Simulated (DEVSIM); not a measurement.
# abrupt InP n-p junction

Structure: abrupt InP n-p junction, at 300 K.

| layer (left to right) | material | thickness (μm) | Nd (cm⁻³) | Na (cm⁻³) | τn (s) | τp (s) |
|---|---|---|---|---|---|---|
| 1 | InP | 6.00 | 8.5e16 | - | 3e-9 | 3e-9 |
| 2 | InP | 53.0 | - | 2.1e15 | 3e-9 | 3e-9 |

Left contact: ohmic. Right contact: ohmic. Voltage is applied to the left contact. Recombination: SRH at mid-gap, radiative. Mobility is μmin + (μ − μmin)/(1 + (N/Nref)^α).

The device is made up for the run: typed textbook-type constants, with dimensions and the other settings drawn at random. Values at 300 K.

```csv
parameter,InP
gap (eV),1.344
affinity (eV),4.38
permittivity,12.5
Nc (cm⁻³),5.7e17
Nv (cm⁻³),1.1e19
μn (cm²/Vs),5200
μp (cm²/Vs),170
"μn,min",400
"μp,min",10
"Nref,n",3e17
"Nref,p",4.9e17
αn,0.47
αp,0.62
B (cm³/s),1.2e-10
```

DEVSIM, 1D drift-diffusion, Boltzmann statistics, complete ionisation; no tunnelling, impact ionisation, image-force lowering or self-heating.

```json
{
 "potential_step_across_the_device_at_zero_bias": "1.073 V",
 "largest_field_in_the_device_at_zero_bias": "26000 V/cm",
 "Dark forward voltage at 1 A/cm²": "0.948 V"
}
```

Dark reverse current:

| V (V) | J (A/cm²) |
|---|---|
| 0.04 | 1.3e-9 |
| 0.10 | 2.6e-9 |
| 0.20 | 4.4e-9 |
| 0.30 | 6.0e-9 |
| 0.40 | 7.6e-9 |
| 0.60 | 1.0e-8 |
| 0.80 | 1.3e-8 |
| 1.00 | 1.5e-8 |
| 1.30 | 1.9e-8 |
| 1.60 | 2.2e-8 |
| 2.00 | 2.5e-8 |

Small-signal capacitance in reverse bias (quasi-static):

```json
[
 {"V (V)": "0.04", "C (nF/cm²)": "13.1"},
 {"V (V)": "0.1", "C (nF/cm²)": "12.8"},
 {"V (V)": "0.2", "C (nF/cm²)": "12.2"},
 {"V (V)": "0.3", "C (nF/cm²)": "11.8"},
 {"V (V)": "0.4", "C (nF/cm²)": "11.3"},
 {"V (V)": "0.6", "C (nF/cm²)": "10.6"},
 {"V (V)": "0.8", "C (nF/cm²)": "10.00"},
 {"V (V)": "1", "C (nF/cm²)": "9.49"},
 {"V (V)": "1.3", "C (nF/cm²)": "8.85"},
 {"V (V)": "1.6", "C (nF/cm²)": "8.33"},
 {"V (V)": "2", "C (nF/cm²)": "7.76"}
]
```
